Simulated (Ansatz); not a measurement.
The starting structures come from a database of crystals and need not be the phases stable at ambient conditions.

 Where the default PAW files enter, the runs use the earlier of Ansatz's two default sets.

## Evanescent states of SiO₂ (P6_422, not sure to be the ambient phase, 9 atoms a cell, 13.7 Å³ an atom) along the normal of (110)

Computed with r2SCAN (plane waves, PAW; Ansatz, a first-principles code).

No gap correction and no spin-orbit coupling; mid-gap values are interpolated between computed energies.

Energies count from the valence-band top; κ is the least over a 6×4 mesh across the current.

```
E (eV)  κ (1/Å)  where
------  -------  -----
0.14      0.249  off Γ
0.43      0.379  off Γ
0.72      0.438      Γ
1.01      0.476      Γ
1.30      0.501      Γ
1.59      0.516      Γ
1.89      0.524      Γ
2.17      0.528      Γ
2.46      0.528      Γ
2.75      0.525      Γ
3.04      0.519      Γ
3.33      0.510      Γ
3.62      0.497      Γ
3.92      0.482      Γ
4.21      0.462      Γ
4.50      0.439      Γ
4.79      0.412      Γ
5.08      0.379      Γ
5.37      0.338      Γ
5.66      0.287      Γ
5.95      0.218      Γ
6.24      0.099      Γ
```

### Question
How thick must the barrier be to attenuate the transmission by 10^4 when the electrodes' Fermi level lies at 3.33 eV, and what attenuation does that film give at 2.46 eV?

### Answer
d = 4 ln 10 / (2 × 0.510) = 9.0 Å. At 2.46 eV it gives 4 × 0.528/0.510 = 4.1 decades.
